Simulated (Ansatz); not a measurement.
Ansatz (a program for electronic structure) is run on MnHgO3 (Pm-3m, 5 atoms in the cell), and the run fails. The aim is a self-consistent single point with DFT, PBEsol, plane waves, default PAW files made with PBE.

Input as run:

Ansatz 0.2 input:
```yaml
# MnHgO3
crystal:
  lattice:
    - [3.88654000, 0.00000000, 0.00000000]
    - [0.00000000, 3.88654000, 0.00000000]
    - [3.88654000, 3.88654000, 0.00000000]
  atoms:
    - { symbol: Mn, position: [0.50000000, 0.50000000, 0.50000000], spin: 4.0 }
    - { symbol: Hg, position: [0.00000000, 0.00000000, 0.00000000] }
    - { symbol: O, position: [0.50000000, 0.50000000, 0.00000000] }
    - { symbol: O, position: [0.00000000, 0.50000000, 0.50000000] }
    - { symbol: O, position: [0.50000000, 0.00000000, 0.50000000] }
basis:
  ecutwfc: 420.0
kpoints:
  mp_grid:
    grid: [9, 9, 9]
hamiltonian:
  xc: pbesol
  pseudopotentials:
    kind: paw
magnetization:
  spin_polarized: true
scf:
  occupations:
    method: fermi_dirac
    width: 0.136
output:
  forces: true
  eigenvalues: true
  stress: true
```

The program printed (abridged):

```
Error: invalid value for `crystal.lattice`: the lattice is degenerate (Ω = 0 Å³): its volume is under 1e-10 Å³
```

**Question.** From the messages shown, name the fault and mend the input.

**Answer.** The fault is linearly dependent lattice vectors. Three vectors in one plane span no volume, and the reciprocal lattice does not exist. To fix it, correct the lattice vector. The program stopped before any SCF iteration.

An input that runs soundly differs in these lines (not the only fix; some lines may just follow from the change or write a value another way):
```diff
-    - [3.88654000, 3.88654000, 0.00000000]
+    - [0.00000000, 0.00000000, 3.88654000]
```

With that input, the run converged in 12 iterations: free energy E − TS (on the zero of these files) -19215.9014 eV; Fermi level (on the code's own zero) 10.99 eV; pressure -16.07 GPa; size of the cell's spin moment 3.01 μB (DFT, PBEsol, plane waves, default PAW files made with PBE).

On the sound input: the starting cell comes from a database of computed structures (which also holds hypothetical and non-ambient phases and stackings), without a prior relaxation at this level. With one magnetic atom in the cell only a parallel order is possible. With a pressure of about -16 GPa the cell is away from its equilibrium volume at this level. Ansatz's pressure includes its estimate of the finite-basis (Pulay) stress. Without the estimate this run gives -16.76 GPa.
